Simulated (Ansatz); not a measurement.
Input and output of a self-consistent single point for LuC2 (I4/mmm, 3 atoms in the cell) (Ansatz, a quantum-chemistry and plane-wave program).

Level of theory: PBEsol, default PAW files made with PBE (plane waves; Ansatz).

```xyz
3
Lattice="-1.7830 1.7830 3.0290 1.7830 -1.7830 3.0290 1.7830 1.7830 -3.0290" Properties=species:S:1:pos:R:3 pbc="T T T"
Lu     0.0000     0.0000     0.0000
C      0.0000     0.0000     3.6828
C      0.0000     0.0000     2.3751
```

Reference input (self-consistent single point, DFT, PBEsol, plane waves, default PAW files made with PBE): kpoints.mp_grid.grid = 9 9 9; hamiltonian.xc = pbesol; hamiltonian.pseudopotentials = {kind: paw} (the program's default PAW files); scf.occupations.method = gaussian; scf.occupations.width = 0.02 Ry. This run's input differs from it in these lines:

Ansatz 0.2 input:
```diff
@@ -10,3 +10,3 @@
 kpoints:
-  mp_grid: { grid: [9, 9, 9] }
+  mp_grid: { grid: [6, 6, 6] }
 hamiltonian:
@@ -15,3 +15,3 @@
 scf:
-  occupations: { method: gaussian, width: 0.02 Ry }
+  occupations: { method: gaussian, width: 0.022 Ry }
 output:
```

The program printed (abridged):

```
SCF iter   1: F=—  HF=-15105.367499 eV  |F-HF|=—  |Δ(HF+E_count)|=         —  Δρ=7.71e-3  dr2=2.93e-2  ethr=1.77e-3  ⟨swp⟩=5.5  Hψ=3346  notcnv=0
all-band conjugate gradients solve this SCF's bands
preconditioner: auto → Kerker (q_TF=auto, 2.659 Å⁻¹)
SCF iter   2: F=—  HF=-15105.358147 eV  |F-HF|=—  |Δ(HF+E_count)|=   9.35e-3  Δρ=3.63e-3  dr2=6.87e-3  ethr=8.87e-5  ⟨swp⟩=2.0  Hψ=1400  notcnv=0  defer=1
   [... lines left out ...]
SCF iter   5: F=—  HF=-15105.356696 eV  |F-HF|=—  |Δ(HF+E_count)|=   4.22e-5  Δρ=3.48e-4  dr2=4.16e-5  ethr=3.73e-7  ⟨swp⟩=2.4  Hψ=1322  notcnv=0  defer=1
SCF iter   6: F=—  HF=-15105.356695 eV  |F-HF|=—  |Δ(HF+E_count)|=   1.49e-6  Δρ=5.83e-5  dr2=1.88e-6  ethr=1.26e-7  ⟨swp⟩=2.5  Hψ=1160  notcnv=0  defer=1
SCF iter   7: F=—  HF=-15105.356694 eV  |F-HF|=—  |Δ(HF+E_count)|=   4.60e-7  Δρ=2.10e-5  dr2=2.32e-7  ethr=5.69e-9  ⟨swp⟩=2.2  Hψ=1150  notcnv=0  defer=1
SCF iter   8: F=-15105.356694 eV  HF=-15105.356694 eV  |F-HF|=9.97e-10  |Δ(HF+E_count)|=   5.27e-8  Δρ=5.90e-6  dr2=1.19e-8  ethr=3.03e-10  ⟨swp⟩=8.8  Hψ=4051  notcnv=0
SCF 1 converged in 8 iterations: F = -15105.356694 eV  dr2 = 1.19e-8
Free energy (F): -15105.356694 eV
Internal energy: -15105.310684 eV  (E = F + TS)
E sigma→0 (E₀):  -15105.333689 eV
Entropy (-TS):   -0.046010 eV (-15.337 meV/atom)
Fermi energy:    14.218127 eV
--- Forces (eV/Å), atoms counted from 1 ---
  atom   1  Lu     0.00000000     0.00000000     0.00000000
  atom   2  C      0.00000000     0.00000000     0.09206464
  atom   3  C      0.00000000     0.00000000    -0.09206464
--- Stress (GPa, compression-positive) ---
       -4.486496      -0.000000       0.000000
       -0.000000      -4.486496       0.000000
        0.000000      -0.000000      -5.791754
  P = ⅓ Tr σ = -4.9216 GPa (-49.216 kbar)
  The stress holds the Pulay correction. Without it, at fixed plane waves, as pw.x and ABINIT print it: P = -5.2131 GPa
```

The run converged in 8 iterations. Against the reference run the free energy goes up by 3.7 meV/atom, the pressure goes from -5.06 to -4.92 GPa and the largest force goes from 0.031 to 0.092 eV/Å.

The starting cell comes from a database of computed structures (which also holds hypothetical and non-ambient phases and stackings), without a prior relaxation at this level. With a pressure of about -5 GPa the cell is away from its equilibrium volume at this level. Ansatz's pressure includes its estimate of the finite-basis (Pulay) stress.
